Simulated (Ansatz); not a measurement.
Base system: Sr in the fcc (Cu type) structure (space group Fm-3m, No. 225; a = 5.923 Å).

Structures relaxed with plane-wave PAW DFT at the PBEsol level (Ansatz, a first-principles code, 420 eV), without spin-orbit coupling.

Base:

Simulated powder pattern, Mo Kα, λ = 0.71073 Å (kinematic, ideal powder, no thermal factors, no anomalous dispersion; the 10 strongest lines at most, above 2 %, up to 2θ = 40°):

```json
[
 {"2θ (°)": "11.93", "I/Imax (%)": "100", "hkl": "(111)"},
 {"2θ (°)": "13.78", "I/Imax (%)": "53", "hkl": "(200)"},
 {"2θ (°)": "19.54", "I/Imax (%)": "42", "hkl": "(220)"},
 {"2θ (°)": "22.96", "I/Imax (%)": "53", "hkl": "(311)"},
 {"2θ (°)": "23.99", "I/Imax (%)": "16", "hkl": "(222)"},
 {"2θ (°)": "27.77", "I/Imax (%)": "7.5", "hkl": "(400)"},
 {"2θ (°)": "30.32", "I/Imax (%)": "23", "hkl": "(331)"},
 {"2θ (°)": "31.13", "I/Imax (%)": "21", "hkl": "(420)"},
 {"2θ (°)": "34.19", "I/Imax (%)": "16", "hkl": "(422)"},
 {"2θ (°)": "36.33", "I/Imax (%)": "17", "hkl": "(333)"}
]
```

The change: every lattice vector is shortened by 1.50 %; the atoms relax in the strained cell.

Q: How do the reflections move or split?

A: 
Simulated powder pattern, Mo Kα, λ = 0.71073 Å (kinematic, ideal powder, no thermal factors, no anomalous dispersion; the 10 strongest lines at most, above 2 %, up to 2θ = 40°):

```
2θ (°)  d (Å)  I/Imax (%)    hkl
------  -----  ----------  -----
12.11   3.368         100  (111)
14.00   2.917          53  (200)
19.84   2.063          42  (220)
23.31   1.759          53  (311)
24.36   1.684          15  (222)
28.21   1.458         7.5  (400)
30.80   1.338          23  (331)
31.62   1.304          21  (420)
34.73   1.191          16  (422)
36.91   1.123          17  (511)
```

The indices refer to the base's conventional cell; one index is shown for lines that coincide.

Stability against distortions was not tested.
